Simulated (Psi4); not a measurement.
Psi4 1.11, PBE0/def2-svp, scf_type pk: C[Si@H]1[SiH2]C[C@@H]1[SiH3], 18 atoms. The geometry is a generated start, not checked to be a minimum at this level.

```
Property                                          Value
-----------------------  ------------------------------
task                                             energy
method                                             pbe0
basis                                          def2-svp
memory                                             7 GB
e_convergence                                     1e-08
d_convergence                                     1e-07
guess                    auto, which took SAD (default)
diis_max_vecs                              10 (default)
scf_initial_accelerator                 adiis (default)
dft_radial_points                          75 (default)
dft_spherical_points                      302 (default)
basis functions                                     156
grid points                                      380662
```

```xyz
18

C     -2.0602    -1.3226    -0.5275
Si    -0.7087    -0.1565    -0.9008
Si    -0.9831     1.9326    -0.1668
C      0.7986     1.4928     0.4418
C      0.5343    -0.0533     0.6004
Si     2.1530    -1.1394     0.4545
H     -2.8959    -1.2063    -1.2251
H     -1.7220    -2.3614    -0.5998
H     -2.4594    -1.1839     0.4825
H     -0.0314    -0.3253    -2.2143
H     -1.9427     2.0883     0.9591
H     -1.0024     3.0246    -1.1761
H      1.0497     2.0055     1.3770
H      1.5464     1.7803    -0.3090
H      0.0235    -0.3198     1.5350
H      3.0275    -0.8828     1.6257
H      2.8894    -0.7960    -0.7873
H      1.7834    -2.5767     0.4308
```
Charge 0, spin multiplicity 1.

The reference run uses exact four-centre integrals (scf_type = pk). Each setting ran once; only counts and results are compared.

Measured:

```csv
setting,energy against the reference
"scf_type = cd, cholesky_tolerance = 1e-06",−0.0062 meV/atom
"scf_type = cd, cholesky_tolerance = 1e-05",−0.094 meV/atom
"scf_type = cd, cholesky_tolerance = 0.0001 (default)",−1.9 meV/atom
"scf_type = cd, cholesky_tolerance = 0.01",+15 meV/atom
```

Estimate the difference from the reference for scf_type = cd, cholesky_tolerance = 0.001.

energy against the reference: −3.2 meV/atom. Total energies are compared; such shifts often cancel in part in energy differences.
